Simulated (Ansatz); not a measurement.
We consider Hg (P6₃/mmc, No. 194, 2 atoms in the cell; start mp-1184554), described by r²SCAN in Ansatz (plane waves, PAW).

Numerical settings: plane-wave cutoff 560 eV, 18×18×10 k mesh (along the axes of the cell as run), Fermi–Dirac smearing 0.05 eV, scalar-relativistic PAW data made under PBE.

Cell (relaxed at this level):

Space group P6₃/mmc (No. 194); a = b = 3.457 Å, c = 5.417 Å, α = β = 90.00°, γ = 120.00°

```
atom  site  symmetry       x       y       z
----  ----  --------  ------  ------  ------
Hg      2c      -6m2  0.3333  0.6667  0.2500
```

### Question
Give the computed bulk modulus.

### Answer

- bulk modulus: 14.7 GPa

The run finds no gap.

Note: the bulk modulus is −V dP/dV from two relaxed cells at ±2 % in volume; the relaxation could not lower the start's symmetry, so the cell can be a saddle point above a distorted one.

Spin–orbit coupling is not included; it can shift volumes and moduli of such heavy elements.

Computed values are for the static lattice.

A start named mp-… is a Materials Project structure, which need not be a measured phase.

Ansatz is a quantum-chemistry and plane-wave program.
